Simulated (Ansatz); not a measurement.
A user runs Ansatz (a quantum-chemistry and plane-wave program) on a sheet of SnSe2 (3 atoms in the cell) and asks whether the run is sound. The aim is a self-consistent single point with DFT, PBE, plane waves, default PAW files.

Cell that was meant: a = 3.8121 Å, b = 3.8121 Å, c = 17.0997 Å, α = 90.00°, β = 90.00°, γ = 120.00°.

Part of the input:

Ansatz 0.2 input:
```yaml
    - { symbol: Se, position: [0.333333, 0.666667, 0.590637] }
    - { symbol: Se, position: [0.666667, 0.333333, 0.409363] }
basis:
  ecutwfc: 210.0 eV
kpoints:
  mp_grid:
    grid: [7, 7, 1]
```

Output (repeated stretches shortened):

```
   [... lines left out ...]
Symmetry: 12 space group operations
Space group: P-3m1 (ITA 164), of the structure as read, at distance tolerance 6.0e-5 Å
k-points: 8 of 49
Initial density: superposition of atomic densities (neutral atoms: chi_scale 0, normalization atom), corrected by the library's trained network
Initial wavefunctions: pseudopotential atomic-orbital guess
Eigensolver: davidson
Functional: x = pbe(κ = 0.804, μ = 0.2195149727645171), c = pbe(β = 0.06672455060314922)
SCF iter   1: F=—  HF=-16956.864003 eV  |F-HF|=—  |Δ(HF+E_count)|=         —  Δρ=1.39e-2  dr2=2.15e-1  ethr=1.77e-3  ⟨swp⟩=6.6  Hψ=1051  notcnv=0
all-band conjugate gradients solve this SCF's bands
preconditioner: auto → Resta (q_TF=auto, 2.110 Å⁻¹)
   [... lines left out ...]
SCF iter   5: F=—  HF=-16955.916770 eV  |F-HF|=—  |Δ(HF+E_count)|=   8.57e-4  Δρ=1.98e-4  dr2=5.51e-5  ethr=7.21e-6  ⟨swp⟩=2.0  Hψ=269  notcnv=0  defer=4
SCF iter   6: F=—  HF=-16955.916686 eV  |F-HF|=—  |Δ(HF+E_count)|=   8.40e-5  Δρ=3.98e-5  dr2=2.62e-6  ethr=1.20e-7  ⟨swp⟩=3.0  Hψ=448  notcnv=0  defer=4
SCF iter   7: F=-16955.916696 eV  HF=-16955.916692 eV  |F-HF|=3.97e-6  |Δ(HF+E_count)|=   6.39e-6  Δρ=4.45e-6  dr2=4.62e-8  ethr=2.17e-10  ⟨swp⟩=9.2  Hψ=1225  notcnv=0
SCF 1 converged in 7 iterations: F = -16955.916696 eV  dr2 = 4.62e-8
Free energy (F): -16955.916696 eV
Internal energy: -16955.903906 eV  (E = F + TS)
E sigma→0 (E₀):  -16955.910301 eV
Entropy (-TS):   -0.012790 eV (-4.263 meV/atom)
Fermi energy:    -0.594469 eV
--- Forces (eV/Å), atoms counted from 1 ---
  atom   1  Sn    -0.00000000    -0.00000000     0.00000000
  atom   2  Se     0.00000000    -0.00000000     0.75003291
  atom   3  Se    -0.00000000     0.00000000    -0.75003291
--- Stress (GPa, compression-positive) ---
        1.636749      -0.000000       0.000000
       -0.000000       1.636749      -0.000000
        0.000000      -0.000000       1.812630
  P = ⅓ Tr σ = 1.6954 GPa (16.954 kbar)
  The stress holds the Pulay correction. Without it, at fixed plane waves, as pw.x and ABINIT print it: P = -29.3866 GPa
```

Question: Is this run sound? If not, what is wrong?

Answer: The run is not sound. The fault is a basis or grid far too coarse for these potentials. Far below the cutoff that the potentials were made for, the basis cannot represent the orbitals near the nuclei, and energies, forces and above all the stress go wrong. To fix it, restore the cutoff that the potentials need and check convergence. The run converged in 7 iterations without an error; against the sound input the free energy rises by 2.47 eV/atom, the largest force goes from 0.637 to 0.750 eV/Å and the gap on the mesh goes from 1.005 to 0.969 eV.

An input that runs soundly differs in these lines (not the only fix; some lines may just follow from the change or write a value another way):
```diff
-  ecutwfc: 210.0 eV
+  ecutwfc: 420.0 eV
```

With that input, the run converged in 7 iterations: free energy E − TS (on the zero of these files) -16963.3315 eV; gap on the k-point mesh 1.01 eV; pressure averaged over the cell with its vacuum 1.36 GPa; largest force (vector length) 0.637 eV/Å (DFT, PBE, plane waves, default PAW files).

On the sound input: the starting cell was generated: these elements placed on a structure prototype, without a prior relaxation; it need not be a known phase or ordering of this composition. Its lattice was rescaled in the plane by a random factor within 2.5 % of one.
